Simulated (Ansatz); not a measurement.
TiO2, response to strain

Base system: TiO₂ in the rutile structure (space group P4_2/mnm, No. 136; a = 4.643 Å, c = 2.964 Å). Axes: x, y, z lie along a, b, c of the conventional cell.

Strains are applied to the cell and any free atomic positions relax; under biaxial strain the out-of-plane vector relaxes too.

Calculations: PBE (Ansatz, an electronic-structure program, PAW, spin-orbit coupling left out).

Notes on the quantities. pressure: mean of the normal stresses, compression positive.

| case | out-of-plane strain | pressure | width of the top valence band |
|---|---|---|---|
| base | – | 0.00 GPa | 1.56 eV |
| biaxial strain +0.60 %, plane normal [001], relaxed out of plane | -0.36 % | -1.30 GPa | 1.52 eV |
| biaxial strain +1.20 %, plane normal [001], relaxed out of plane | -0.71 % | -2.53 GPa | 1.48 eV |
| biaxial strain +1.80 %, plane normal [001], relaxed out of plane | -1.03 % | -3.68 GPa | 1.45 eV |
| biaxial strain +2.40 %, plane normal [001], relaxed out of plane | -1.33 % | -4.76 GPa | 1.42 eV |
| biaxial strain +3.00 %, plane normal [001], relaxed out of plane | -1.61 % | -5.76 GPa | 1.40 eV |

The levels and masses belong to the bands next to the band gap. Stability against distortions was not tested. The final runs are not spin-polarised.
